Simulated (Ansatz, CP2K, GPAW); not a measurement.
# ZrSnTe (P1, 6 atoms in the cell) computed with different codes at matched settings

Self-consistent single point, at a second geometry (atoms moved at random). First geometry:

```
ZrSnTe
1.0
    4.09585     0.00000     0.00000
    0.00000     4.09585     0.00000
    0.00000     0.00000     8.78320
Zr Sn Te
2 2 2
Direct
  0.50000   0.00000   0.26357
  0.00000   0.50000   0.73643
  0.00000   0.00000   0.00000
  0.50000   0.50000   0.00000
  0.50000   0.00000   0.61941
  0.00000   0.50000   0.38059
```

Second geometry:
```xyz
6
Lattice="4.0959 0.0000 0.0000 0.0000 4.0959 0.0000 0.0000 0.0000 8.7832" Properties=species:S:1:pos:R:3 pbc="T T T"
Zr     2.0737     0.0153     2.3540
Zr     0.0025     2.0613     6.3992
Sn     0.0454     0.0517     0.0319
Sn     1.9901     1.9905     0.0083
Te     2.0392    -0.0272     5.4403
Te    -0.0071     2.0520     3.3326
```

Shared settings, as Ansatz (a first-principles code) writes them: kpoints.mp_grid.grid = 5 5 3; scf.occupations.method = gaussian; scf.occupations.width = 0.136 eV. Potentials and cutoffs stand in the table.

| code | model | ΔF from the first geometry (meV/atom) | pressure (GPa) | largest force (eV/Å) | cutoff |
|---|---|---|---|---|---|
| Ansatz | PBEsol, PAW files made with PBE | 19.0 | -2.91 | 1.132 | 420 eV |
| CP2K | PBEsol, GPW, DZVP-MOLOPT-SR-GTH basis, GTH-PBE potentials (GTH_POTENTIALS) | 19.2 | -0.06 | 1.209 | grid 500 Ry |
| GPAW | PBEsol, GPAW PAW datasets PBEsol (made by gpaw-setup) | 18.6 | -3.40 | 1.113 | 600 eV |

Size of the force on each atom (eV/Å): Sizes of forces hide their directions.

```tsv
code	Zr1	Zr2	Sn3	Sn4	Te5	Te6
Ansatz	0.327	0.706	1.046	1.132	0.275	0.190
CP2K	0.296	0.685	1.117	1.209	0.304	0.220
GPAW	0.324	0.698	1.028	1.113	0.293	0.218
```

On Ansatz's run: spin-orbit coupling is off.

The spread over the programs that give each value: ΔF from the first geometry within 0.6 meV/atom; pressure within 3.34 GPa; largest force within 0.096 eV/Å.

CP2K uses small atom-centred bases, whose incompleteness enters pressures, forces and empty levels differently from a plane-wave cutoff. Ansatz's pressure is given at a fixed set of plane waves, as the other plane-wave codes print theirs. In the pressure, CP2K (by 3.09) lies more than 1 GPa from the median of the plane-wave programs. In the force vectors, CP2K (by 0.087) lies more than 0.08 eV/Å from the median of the plane-wave programs.

The starting cell comes from a database of computed structures (which also holds hypothetical and non-ambient phases and stackings), without a prior relaxation at this level. Its lattice was rescaled by a random factor within 2.5 % of one. For this run, on top of that: atoms moved at random.

Keys are those of Ansatz 0.2.
